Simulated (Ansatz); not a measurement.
Results of revPBE (plane waves, PAW; Ansatz, a first-principles code) for corundum Ga2O3 (metastable phase).

Numerical settings: plane-wave cutoff 520 eV, 8×8×8 k mesh, Fermi–Dirac smearing 0.01 eV, scalar-relativistic PAW data made under PBE.

A third-order Birch–Murnaghan fit to the energies gives V0 = 10.248 Å³/atom, B0 = 188 GPa, B′ = 4.5.

| V (Å³/atom) | P (GPa) |
|---|---|
| 9.838 | 8.41 |
| 10.043 | ? |
| 10.248 | 0.00 |
| 10.453 | ? |
| 10.658 | ? |

Task: Estimate the withheld pressures from this fit; the answers are the runs' own values.

Result: 
- 10.043, P (GPa): 3.98
- 10.453, P (GPa): -3.55
- 10.658, P (GPa): -6.73

The formula P = (3/2) B0 (x^(7/3) − x^(5/3)) [1 + (3/4)(B′ − 4)(x^(2/3) − 1)] with x = V0/V meets the computed pressures within 0.03 GPa when these rounded values are put in.

Shape and atoms are relaxed at each volume.

Measured, for comparison: bulk modulus 220 ± 9 GPa (room temperature, not corrected to a static lattice, equation of state from high-pressure X-ray diffraction, our sources range from 220 to 252; as tabulated in Phys. Rev. B 77, 094123 (2008), gallium oxide under pressure (UNLV record)). Computed (rounded) less measured: bulk modulus not scored (sources differ).

Note: the bulk modulus comes from volumes at which shape and atoms were relaxed.
